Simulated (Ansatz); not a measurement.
For LaMgNO (model structure, started from the LaZnOP type, P4/nmm, No. 129, 8 atoms in the cell), PBE in Ansatz (plane waves, PAW) gives:

```
Quantity                           Value
------------------------------  --------
equilibrium lattice constant a   3.900 Å
c axis length                    8.226 Å
bulk modulus                    78.4 GPa
band gap                         2.26 eV
```

Problem. What does r²SCAN (plane waves, PAW; Ansatz, a first-principles code) give for the same quantities?

Solution. 
- lattice constant a: 3.871 Å (decreases by 0.7 %)
- lattice parameter c: 8.191 Å (falls by 0.4 %)
- bulk modulus: 86.2 GPa (goes up by 9.9 %)
- band gap: 2.89 eV (grows by 0.63 eV)

Changes are worked out from the printed values.

Unless a cell is named, each level is at its own relaxed cell (PBE 15.64, r²SCAN 15.34 Å³/atom).

Levels without +SOC have no spin–orbit coupling; where heavier elements are present it shifts gaps, mostly down, and can invert bands. Density-functional gaps are differences of (generalised) Kohn–Sham levels.

Caveats: the bulk modulus is −V dP/dV from two relaxed cells at ±2 % in volume (PBE, r²SCAN). Ansatz's density-functional and Hartree–Fock values are scalar-relativistic unless marked +SOC, with PAW data made under PBE.

A model structure was made by putting elements into a prototype or built by hand; it is no filed structure, need not be a known phase, and can be a saddle point held by its symmetry.
